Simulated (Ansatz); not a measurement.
Electronic density of states of amorphous Hf18O39Al2, density 8.56 g/cm³, on a 2×2×2 Γ-centred mesh with a Gaussian width of 0.1 eV; energies count from the Fermi level, whose place inside the gap is arbitrary. Cell and mesh are small, so fine structure isn't converged. Computed with PBE, scalar-relativistic without spin-orbit coupling (plane waves to 420 eV, PAW; Ansatz, a quantum-chemistry and plane-wave program). Sampling: a 2×2×2 Γ-centred mesh; Fermi-Dirac width 0.02 eV; no spin polarisation. At PBE the levels at the filled edge of the gap are localised (band-tail or defect states), and the nearest spread-out levels lie 4.4 eV apart at the zone centre.

Preparation: random packing, a CHGNet melt and quench, and a DFT relaxation. O atoms were pushed apart under 1.9 Å during the dynamics, to hinder bonds among them. The hot cell started wider than the set density and was brought back towards it in steps. It is the lowest in DFT energy of 2 quenches. It is a model cell: composition and starting density were chosen by hand, and all elements were melted together. No dispersion term was used. Its density started from a set value of 8.56 and ended at 8.56 g/cm³. The quench (nominally 450 K/ps over its main leg) was far faster than any real one, so the model tends to hold more defects than a real film. A cell of this size samples the disorder only roughly. The volume was held where the preparation left it and the shape relaxed, at a PBE pressure of 0.4 GPa.

(E - EF (eV), states/(eV atom)): (-12.00, 0.97); (-11.90, 0.79); (-11.80, 1.21); (-11.70, 0.42); (-11.60, 0.03); (-11.50, 0.00); (-11.40, 0.00); (-11.30, 0.00); (-11.20, 0.00); (-11.10, 0.00); (-11.00, 0.00); (-10.90, 0.00); (-10.80, 0.00); (-10.70, 0.00); (-10.60, 0.00); (-10.50, 0.00); (-10.40, 0.00); (-10.30, 0.00); (-10.20, 0.00); (-10.10, 0.00); (-10.00, 0.00); (-9.90, 0.00); (-9.80, 0.00); (-9.70, 0.00); (-9.60, 0.00); (-9.50, 0.00); (-9.40, 0.00); (-9.30, 0.00); (-9.20, 0.00); (-9.10, 0.00); (-9.00, 0.00); (-8.90, 0.00); (-8.80, 0.00); (-8.70, 0.00); (-8.60, 0.00); (-8.50, 0.00); (-8.40, 0.00); (-8.30, 0.00); (-8.20, 0.00); (-8.10, 0.00); (-8.00, 0.00); (-7.90, 0.00); (-7.80, 0.00); (-7.70, 0.00); (-7.60, 0.06); (-7.50, 0.23); (-7.40, 0.26); (-7.30, 0.11); (-7.20, 0.08); (-7.10, 0.21); (-7.00, 0.34); (-6.90, 0.44); (-6.80, 0.55); (-6.70, 0.59); (-6.60, 0.61); (-6.50, 0.60); (-6.40, 0.68); (-6.30, 0.71); (-6.20, 0.73); (-6.10, 0.72); (-6.00, 0.75); (-5.90, 0.82); (-5.80, 0.84); (-5.70, 0.82); (-5.60, 0.86); (-5.50, 0.90); (-5.40, 0.82); (-5.30, 0.79); (-5.20, 0.79); (-5.10, 0.78); (-5.00, 0.81); (-4.90, 0.82); (-4.80, 0.81); (-4.70, 0.81); (-4.60, 0.79); (-4.50, 0.85); (-4.40, 0.88); (-4.30, 0.84); (-4.20, 0.82); (-4.10, 0.86); (-4.00, 0.88); (-3.90, 0.87); (-3.80, 0.87); (-3.70, 0.90); (-3.60, 0.92); (-3.50, 0.95); (-3.40, 0.93); (-3.30, 0.90); (-3.20, 0.96); (-3.10, 1.02); (-3.00, 1.00); (-2.90, 0.98); (-2.80, 0.91); (-2.70, 0.80); (-2.60, 0.67); (-2.50, 0.61); (-2.40, 0.68); (-2.30, 0.58); (-2.20, 0.39); (-2.10, 0.28); (-2.00, 0.15); (-1.90, 0.02); (-1.80, 0.00); (-1.70, 0.00); (-1.60, 0.00); (-1.50, 0.00); (-1.40, 0.00); (-1.30, 0.00); (-1.20, 0.00); (-1.10, 0.00); (-1.00, 0.00); (-0.90, 0.00); (-0.80, 0.00); (-0.70, 0.00); (-0.60, 0.00); (-0.50, 0.00); (-0.40, 0.00); (-0.30, 0.00); (-0.20, 0.00); (-0.10, 0.00); (0.00, 0.00); (0.10, 0.00); (0.20, 0.00); (0.30, 0.00); (0.40, 0.00); (0.50, 0.00); (0.60, 0.00); (0.70, 0.00); (0.80, 0.00); (0.90, 0.00); (1.00, 0.00); (1.10, 0.00); (1.20, 0.00); (1.30, 0.00); (1.40, 0.00); (1.50, 0.00); (1.60, 0.00); (1.70, 0.00); (1.80, 0.00); (1.90, 0.02); (2.00, 0.14); (2.10, 0.33); (2.20, 0.35); (2.30, 0.32); (2.40, 0.34); (2.50, 0.36); (2.60, 0.54); (2.70, 0.66); (2.80, 0.63); (2.90, 0.55); (3.00, 0.56); (3.10, 0.61); (3.20, 0.59); (3.30, 0.57); (3.40, 0.68); (3.50, 0.68); (3.60, 0.69); (3.70, 0.73); (3.80, 0.74); (3.90, 0.81); (4.00, 0.77); (4.10, 0.71); (4.20, 0.66); (4.30, 0.64); (4.40, 0.70); (4.50, 0.67); (4.60, 0.63); (4.70, 0.66); (4.80, 0.64)

The level gap on this mesh is 4.05 eV; the broadening fills part of it in the curve.
